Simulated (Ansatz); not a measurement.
Abridged Ansatz (an electronic-structure program) output:

```
Pseudopotential: Ta, paw, valence charge 13
Pseudopotential: Ga, paw, valence charge 13
Crystal: 4 atoms, lattice volume = 61.575 Å³
Basis set: ecut = 420 eV, 1203 PW (Γ), exchange–correlation on 72×72×72 points (8 copies of the dense FFT grid, shifted against one another)
Bands: 30, of which v1, the nominal top of the filled ones, is band 26 counted from 1 (25 counted from 0)
Symmetry: 16 space group operations
k-points: 405 of 4913
Functional: x = pbesol(κ = 0.804, μ = 0.12345679012345678), c = pbesol(β = 0.046)
SCF iter   1: F=—  HF=-21037.029322 eV  |F-HF|=—  |Δ(HF+E_count)|=         —  Δρ=3.89e-3  dr2=1.53e-2  ethr=1.77e-3  ⟨swp⟩=6.0  Hψ=53710  notcnv=0
SCF iter   2: F=—  HF=-21037.025805 eV  |F-HF|=—  |Δ(HF+E_count)|=   3.52e-3  Δρ=1.56e-3  dr2=1.94e-3  ethr=2.94e-5  ⟨swp⟩=2.0  Hψ=25329  notcnv=0
SCF 1 converged in 9 iterations: F = -21037.025185 eV  dr2 = 1.53e-10
SCF converged after 9 iterations
Free energy (F): -21037.025185 eV
Internal energy: -21037.018499 eV  (E = F + TS)
E sigma→0 (E₀):  -21037.021842 eV
Entropy (-TS):   -0.006686 eV (-1.671 meV/atom)
Fermi energy:    15.485284 eV
--- Forces (eV/Å), atoms counted from 1 ---
  atom   1  Ta    -0.00000000     0.00000000     0.00000000
  atom   2  Ga    -0.00000000     0.00000000     0.00000000
  atom   3  Ga     0.00000000    -0.00000000     0.00000000
  atom   4  Ga     0.00000000     0.00000000     0.00000000
--- Stress (GPa, compression-positive) ---
       -0.004021       0.000000       0.000000
        0.000000      -0.004021       0.000000
        0.000000      -0.000000       0.004469
  P = ⅓ Tr σ = -0.0012 GPa (-0.012 kbar)
```

What was computed, and what are the main results?

TaGa3, 4 atoms in the cell, with DFT with PBEsol, PAW potentials and a 420 eV plane-wave cutoff in Ansatz, no spin-orbit coupling. The last SCF converged to F = -21037.025185 eV, or -5259.2563 eV per atom, at a pressure of 0.00 GPa. The total energy compares only with runs of the same code, potentials and settings.

Stability against distortions was not tested. The final runs are not spin-polarised. The cell is TaGa₃ (space group I4/mmm, No. 139).
